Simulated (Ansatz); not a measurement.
## Bulk modulus B0 of GeSiC₂ (model structure, started from the AlGaN2 type, P-4m2, No. 115, 4 atoms in the cell) at several levels of theory

No measured value is used here.

```
level (code)     value (GPa)  cell (Å³/atom)
---------------  -----------  --------------
LDA (Ansatz)             213           10.86
PBE (Ansatz)             193           11.33
PBEsol (Ansatz)          204           11.09
r²SCAN (Ansatz)          209           11.10
```

LDA, PBE, PBEsol, r²SCAN: the bulk modulus is −V dP/dV from two relaxed cells at ±2 % in volume. Each level is taken at its own relaxed cell. Cutoffs differ between the levels. Ansatz's density-functional and Hartree–Fock values are scalar-relativistic unless marked +SOC, with PAW data made under PBE.

A model structure was made by putting elements into a prototype or built by hand; it is no filed structure, need not be a known phase, and can be a saddle point held by its symmetry.

Ansatz is a quantum-chemistry and plane-wave program.
